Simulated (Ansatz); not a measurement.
The reference is GaAs in the zinc blende structure (space group F-43m, No. 216).

```
CELL_PARAMETERS angstrom
      0.00000     2.83335     2.83335
      2.83335     0.00000     2.83335
      2.83335     2.83335     0.00000
ATOMIC_POSITIONS crystal
  Ga 0.00000 0.00000 0.00000
  As 0.25000 0.25000 0.25000
```

Cartesian axes are those of the cell as printed.

Level of theory: r2SCAN/PAW in Ansatz (a first-principles code), no spin-orbit coupling.

Strains are applied to the cell and any free atomic positions relax.

One change was made to it. Results:

The valence-band top at Γ (three highest levels, from the VBM) becomes 0.00, -0.03, -0.03 eV (base: 0.00, 0.00, 0.00 eV); the energy stays essentially unchanged; the shortest interatomic distance shrinks by 0.004 Å to 2.450 Å.

### Question
Which of these changes matches the shifts?
(A) uniaxial strain ε_zz = −0.50 %
(B) uniaxial strain ε_zz = −2.00 %
(C) uniaxial strain ε_zz = −2.50 %

### Answer
A, uniaxial strain ε_zz = −0.50 %. For comparison, the valence-band top at Γ in the other runs: uniaxial strain ε_zz = −2.50 % gives 0.00, -0.15, -0.15 eV; uniaxial strain ε_zz = −2.00 % gives 0.00, -0.12, -0.12 eV.

The levels and masses belong to the bands next to the band gap. No phonon test of stability was made.
